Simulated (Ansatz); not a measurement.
Pressure series in ZnS

Consider ZnS in the wurtzite structure (space group P6_3mc, No. 186).

```
ZnS
1.0
    3.84528     0.00000     0.00000
   -1.92264     3.33011     0.00000
    0.00000     0.00000     6.30521
Zn S
2 2
Direct
  0.33333   0.66667   0.00023
  0.66667   0.33333   0.50023
  0.33333   0.66667   0.37477
  0.66667   0.33333   0.87477
```

Cell and atoms are relaxed at each pressure.

The values are results of PBE in Ansatz (plane waves to 420 eV, PAW, scalar-relativistic without spin-orbit coupling), not measurements.

```json
[
 {"P (GPa)": "-1.99", "V (Å³/atom)": "20.815"},
 {"P (GPa)": "-0.99", "V (Å³/atom)": "20.485"},
 {"P (GPa)": "0.91", "V (Å³/atom)": "19.928"},
 {"P (GPa)": "2.11", "V (Å³/atom)": "19.614"},
 {"P (GPa)": "4.50", "V (Å³/atom)": "19.059"},
 {"P (GPa)": "9.00", "V (Å³/atom)": "18.198"},
 {"P (GPa)": "15.00", "V (Å³/atom)": "17.297"},
 {"P (GPa)": "22.50", "V (Å³/atom)": "16.416"},
 {"P (GPa)": "29.99", "V (Å³/atom)": "15.713"}
]
```

Question: Fit a third-order Birch–Murnaghan equation of state.

Answer: Least squares on P(V) = (3B₀/2)[(V₀/V)^(7/3) − (V₀/V)^(5/3)]·[1 + (3/4)(B₀′ − 4)((V₀/V)^(2/3) − 1)] gives V₀ = 20.18 Å³/atom, B₀ = 69 GPa and B₀′ = 4.3.

Between the base and pressure 4.5 GPa the gap moves from 2.08 eV to 2.33 eV, a mean slope of 56 meV/GPa.

Load acts through the strain it causes; cell and atoms are relaxed under it. Whether these cells are dynamically stable was not tested. Tetrahedral semiconductors of this kind turn to denser phases somewhere between about 1 and 50 GPa; those were not computed, so compressed cells here can lie past the real transition.

Ansatz is a program for electronic structure.
